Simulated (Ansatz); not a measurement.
For ZrB (Fm-3m, No. 225, 2 atoms in the cell; start COD 9008776), LDA (plane waves, PAW; Ansatz, an electronic-structure program) gives:

lattice constant a: 4.831 Å
bulk modulus: 177 GPa
cohesive energy: 7.66 eV/atom

### Question
What does PBE (plane waves, PAW; Ansatz) give for the same quantities?

### Answer

- lattice constant a: 4.904 Å (goes up by 1.5 %)
- bulk modulus: 160 GPa (falls by 9.6 %)
- cohesive energy: 6.61 eV/atom (drops by 1.05 eV/atom)

Changes are worked out from the printed values.

Unless a cell is named, each level is at its own relaxed cell (LDA 14.09, PBE 14.74 Å³/atom).

Caveats: the bulk modulus is −V dP/dV from two relaxed cells at ±2 % in volume (LDA, PBE); the relaxation could not lower the start's symmetry, so the cell can be a saddle point above a distorted one (LDA, PBE). Ansatz's density-functional and Hartree–Fock values are scalar-relativistic unless marked +SOC, with PAW data made under PBE.
